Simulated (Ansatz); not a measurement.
**Response to strain in Cu**

Take Cu in the fcc (Cu type) structure (space group Fm-3m, No. 225; relaxed with 0.1 eV smearing) as the base.

```
Cu
1.0
    0.00000     1.78169     1.78169
    1.78169     0.00000     1.78169
    1.78169     1.78169     0.00000
Cu
1
Direct
  0.00000   0.00000   0.00000
```

Cartesian axes are those of the cell as printed.

Strains are applied to the cell and any free atomic positions relax; under biaxial strain the out-of-plane vector relaxes too.

Computed with PBEsol/PAW in Ansatz (an electronic-structure program), scalar-relativistic without spin-orbit coupling, earlier PAW set.

Candidates:
(a) tensor shear ε_xy = −1.65 %
(b) uniaxial strain ε_zz = −4.66 %
(c) biaxial strain +1.75 %, plane normal [111], relaxed out of plane

Notes on the quantities. energy relative to the base: free energy F.

### Question
Order them by energy relative to the base, highest first.

### Answer
(b) uniaxial strain ε_zz = −4.66 % (+17 meV/atom), (c) biaxial strain +1.75 %, plane normal [111], relaxed out of plane (+6.5 meV/atom), (a) tensor shear ε_xy = −1.65 % (+3.6 meV/atom)

No phonon test of stability was made. All final runs are without spin polarisation.
